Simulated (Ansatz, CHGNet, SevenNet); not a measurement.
C axis length of GaP (model structure, started from the WC type, P-6m2, No. 187, 2 atoms in the cell) at several levels of theory

No measured value is used here.

```json
[
 {"level (code)": "CHGNet 0.3.0", "value (Å)": "3.201"},
 {"level (code)": "CHGNet-r²SCAN", "value (Å)": "2.918"},
 {"level (code)": "SevenNet-0", "value (Å)": "3.235"},
 {"level (code)": "LDA (Ansatz)", "value (Å)": "[?]"},
 {"level (code)": "PBE (Ansatz)", "value (Å)": "3.138"},
 {"level (code)": "PBEsol (Ansatz)", "value (Å)": "3.139"},
 {"level (code)": "PBE-D3(BJ) (Ansatz)", "value (Å)": "3.141"},
 {"level (code)": "r²SCAN (Ansatz)", "value (Å)": "3.108"},
 {"level (code)": "r²SCAN+rVV10 (Ansatz)", "value (Å)": "3.110"}
]
```

Q: Complete the blanks.

A: 
- LDA (Ansatz, an electronic-structure program), value (Å): 3.129

CHGNet-r²SCAN: the cell has another shape than the first-principles one, perhaps another minimum in the same group. Cutoffs differ between the levels. Ansatz's density-functional and Hartree–Fock values are scalar-relativistic unless marked +SOC, with PAW data made under PBE.

Machine-learned potentials (CHGNet 0.3.0, CHGNet-r²SCAN, SevenNet-0) are trained on DFT data: a solid inside that data is no test of them.

A model structure was made by putting elements into a prototype or built by hand; it is no filed structure, need not be a known phase, and can be a saddle point held by its symmetry.
